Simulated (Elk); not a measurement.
Elk run on LaSi₂ (I4_1/amd, 6 atoms in the cell): self-consistent single point.

Method: PBEsol, spin-orbit coupling in second variation, all-electron FP-LAPW, Elk's shipped species files, APW+lo basis with extra local orbitals (Elk 10.2.4).

```xyz
6
Lattice="-2.1942 2.1942 6.8051 2.1942 -2.1942 6.8051 2.1942 2.1942 -6.8051" Properties=species:S:1:pos:R:3 pbc="T T T"
La     0.0000     0.0000     6.8051
La     2.1942     0.0000     3.4025
Si     0.0000     2.1942     4.5699
Si     0.0000     0.0000     1.1673
Si     0.0000     0.0000    12.4428
Si     0.0000     2.1942     2.2352
```

Reference input (self-consistent single point, DFT, PBEsol, all-electron FP-LAPW, Elk's shipped species files, APW+lo basis with extra local orbitals): xctype = 22; rgkmax = 7.5; stype = 3; swidth = 0.00367493 Ha; ngridk = 7 7 7; gmaxvr = 14 1/bohr; nxlo = 2; lorbcnd = true; rmtscf = 0.94; lmaxi = 3. This run's input differs from it in these lines:

```diff
@@ -5,2 +5,5 @@
   22
+
+spinorb
+  .true.
 
@@ -23,2 +26,5 @@
   3
+
+nempty
+  10
```

Log, with long lists cut:

```
│ Self-consistent loop started │
│ Loop number : 1 │
 total energy                :     -18161.2639179
 total moment                :   0.1068419130E-20 -0.4304180734E-20  0.1633598840E-20
│ Loop number : 2 │
 total energy                :     -18161.2505277
 total moment                :  -0.1453378690E-19  0.7316566595E-21 -0.4267018048E-21
RMS change in Kohn-Sham potential (target) :   0.2395959168     (  0.1000000000E-05)
Absolute change in total energy (target)   :   0.1339018304E-01 (  0.1000000000E-03)
│ Loop number : 3 │
 total energy                :     -18156.9219583
   [... lines left out ...]
 total energy                :     -18147.1725356
 total moment                :   0.5454906872E-20 -0.4344838076E-20  0.1706953155E-20
RMS change in Kohn-Sham potential (target) :   0.1345607005E-07 (  0.1000000000E-05)
Absolute change in total energy (target)   :   0.1353240659E-03 (  0.1000000000E-03)
│ Loop number : 15 │
 total energy                :     -18147.1725359
 total moment                :  -0.8733428184E-20  0.2282911019E-20 -0.1979636257E-21
RMS change in Kohn-Sham potential (target) :   0.7395297524E-08 (  0.1000000000E-05)
Absolute change in total energy (target)   :   0.3349197868E-04 (  0.1000000000E-03)
Convergence targets achieved

│ Loop number : 16 │

Energies :
 Fermi                       :     0.344686842260
 xc effective B-field        :    -0.196770853128E-09
 external B-field            :      0.00000000000
 total energy                :     -18147.1725355
 (external B-field energy excluded from total)

Density of states at Fermi energy :    75.10644513
 (states/Hartree/unit cell)

Estimated indirect band gap :   0.2645053933E-03
 from k-point     19 to k-point      5
Estimated direct band gap   :   0.6579474631E-02
 at k-point      5

Charges :
 core                        :    132.0000000
 valence                     :    38.00000000
 interstitial                :    13.92093141
 muffin-tins (core leakage)
  species :    1 (La)
   atom    1                 :    54.23418509     (  0.5552710395E-03)
   [... lines left out ...]
   atom    3                 :   0.2579615924E-21  0.9658270794E-21  0.1288482240E-20
   atom    4                 :   0.9658270794E-21  0.2579615924E-21 -0.1288482240E-20
 total in muffin-tins        :   0.1779640755E-19  0.5805814687E-20 -0.1251133645E-20
 total moment                :   0.1784093939E-19  0.2962200051E-20 -0.1269551586E-20

│ Self-consistent loop stopped │
```

The run converged in 16 iterations. The count includes the last loop, which Elk runs after its targets are met. 

The starting cell comes from a database of computed structures (which also holds hypothetical and non-ambient phases and stackings), without a prior relaxation at this level. Values depend on the basis (sphere radii, cutoffs, local orbitals), which need not be converged. The log's line on a gap gives a spacing of levels on this mesh, which the program prints for metals too.

Cost on one core of a shared machine: roughly 6 min.
